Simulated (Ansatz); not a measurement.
Given:

```yaml
crystal:
  lattice:
    - [0.00000, 2.59696, 2.62226]
    - [2.59696, 0.00000, 2.62226]
    - [2.59696, 2.59696, 0.00000]
  atoms:
    - { symbol: Mg, position: [0.00000, 0.00000, 0.00000] }
    - { symbol: S, position: [0.50000, 0.50000, 0.50000] }
```

These are r2SCAN with spin-orbit coupling, rigid bands (plane waves, PAW; Ansatz, a first-principles code) values and carry that method's errors. Condition of this run: uniaxial stress zz = -1 GPa (compression positive) (the target of the relaxation). Cell: cell and atoms relaxed with r2SCAN, then loaded as said.

Problem. Predict the hole conductivity mass (n e² τ/σ) at 300 K, by direction if it differs.

Solution. 1.24 (x), 1.24 (y), 1.14 (z) mₑ.

Problem. What conductivity effective mass do dilute electrons have at 300 K?

Solution. 0.39 (x), 0.39 (y), 0.33 (z) mₑ.

Problem. And the band gap?

Solution. 3.39 eV at this level; semilocal functionals usually fall short of the measured gap.

Rigid bands, one relaxation time for all states, no polarons.
